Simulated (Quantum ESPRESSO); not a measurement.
A self-consistent single point of TiGa5Co (P4/mmm, 7 atoms in the cell) with Quantum ESPRESSO.

Level of theory: PBEsol, SSSP 1.1.2 efficiency (PBE) pseudopotentials (plane waves; Quantum ESPRESSO).

```yaml
crystal:
  lattice:
    - [4.02856, 0.00000, 0.00000]
    - [0.00000, 4.02856, 0.00000]
    - [0.00000, 0.00000, 6.44181]
  atoms:
    - { symbol: Ti, position: [0.00000, 0.00000, 0.00000] }
    - { symbol: Ga, position: [0.00000, 0.50000, 0.29802] }
    - { symbol: Ga, position: [0.00000, 0.50000, 0.70198] }
    - { symbol: Ga, position: [0.50000, 0.00000, 0.29802] }
    - { symbol: Ga, position: [0.50000, 0.00000, 0.70198] }
    - { symbol: Ga, position: [0.50000, 0.50000, 0.00000] }
    - { symbol: Co, position: [0.00000, 0.00000, 0.50000] }
```

Reference input (self-consistent single point, DFT, LDA (PZ), plane waves, GBRV 1.5 ultrasoft (LDA) pseudopotentials): ecutwfc = 50 Ry; ecutrho = 400 Ry; occupations = smearing; smearing = gaussian; degauss = 0.0073499 Ry; potentials = {Ti: ti_lda_v1.4.uspp.F.UPF, Ga: ga_lda_v1.4.uspp.F.UPF, Co: co_lda_v1.2.uspp.F.UPF}; K_POINTS = automatic 5 5 3 0 0 0; conv_thr = 1e-10 Ry. This run's input differs from it in these lines:

```diff
@@ -13,4 +13,4 @@
  ntyp = 3
- ecutwfc = 50
- ecutrho = 400
+ ecutwfc = 70
+ ecutrho = 560
  occupations = 'smearing'
@@ -18,2 +18,3 @@
  degauss = 0.0073499
+ input_dft = 'pbesol'
 /
@@ -23,5 +24,5 @@
 ATOMIC_SPECIES
-Ti    47.8670  ti_lda_v1.4.uspp.F.UPF
-Ga    69.7230  ga_lda_v1.4.uspp.F.UPF
-Co    58.9332  co_lda_v1.2.uspp.F.UPF
+Ti    47.8670  ti_pbe_v1.4.uspp.F.UPF
+Ga    69.7230  Ga.pbe-dn-kjpaw_psl.1.0.0.UPF
+Co    58.9332  Co_pbe_v1.2.uspp.F.UPF
 ATOMIC_POSITIONS angstrom
```

Log, with long lists cut:

```
     Self-consistent Calculation

     iteration #  1     ecut=    70.00 Ry     beta= 0.70

     total energy              =   -1768.64869460 Ry
     estimated scf accuracy    <      28.70105885 Ry

     iteration #  2     ecut=    70.00 Ry     beta= 0.70

     total energy              =   -1774.12052103 Ry
     estimated scf accuracy    <     233.87705449 Ry

     iteration #  3     ecut=    70.00 Ry     beta= 0.70

     total energy              =   -1793.63741108 Ry
     estimated scf accuracy    <      18.74240551 Ry

   [... 24 blocks of this kind left out ...]

     iteration # 28     ecut=    70.00 Ry     beta= 0.70

     negative rho (up, down):  6.199E-04 0.000E+00

     total energy              =   -1792.43487876 Ry
     estimated scf accuracy    <          6.9E-10 Ry

     iteration # 29     ecut=    70.00 Ry     beta= 0.70

     negative rho (up, down):  6.199E-04 0.000E+00
     End of self-consistent calculation

     the Fermi energy is    13.4755 ev

!    total energy              =   -1792.43487876 Ry
     estimated scf accuracy    <          4.5E-11 Ry
     smearing contrib. (-TS)   =      -0.00218618 Ry
     internal energy E=F+TS    =   -1792.43269258 Ry

     convergence has been achieved in  29 iterations

     negative rho (up, down):  6.199E-04 0.000E+00

     Forces acting on atoms (cartesian axes, Ry/au):

     atom    1 type  1   force =     0.00000000    0.00000000    0.00000000
     atom    2 type  2   force =     0.00000000    0.00000000   -0.00684302
     atom    3 type  2   force =     0.00000000    0.00000000    0.00684302
     atom    4 type  2   force =     0.00000000    0.00000000   -0.00684302
     atom    5 type  2   force =     0.00000000    0.00000000    0.00684302
   [... lines left out ...]
     Total force =     0.013686     Total SCF correction =     0.000004
   [... lines left out ...]

     negative rho (up, down):  6.199E-04 0.000E+00
          total   stress  (Ry/bohr**3)                   (kbar)     P=      -15.69
  -0.00010853   0.00000000   0.00000000          -15.96        0.00        0.00
   0.00000000  -0.00010853   0.00000000            0.00      -15.96        0.00
   0.00000000   0.00000000  -0.00010288            0.00        0.00      -15.13

   JOB DONE.
```

The run converged in 29 iterations. Against the reference run the pressure goes from -5.57 to -1.57 GPa and the largest force goes from 0.137 to 0.176 eV/Å. The full log also holds: “c_bands:  1 eigenvalues not converged”.

The starting cell comes from a database of computed structures (which also holds hypothetical and non-ambient phases and stackings), without a prior relaxation at this level. Spin polarisation is off.

Cost on one core of a shared machine: roughly 5 min.
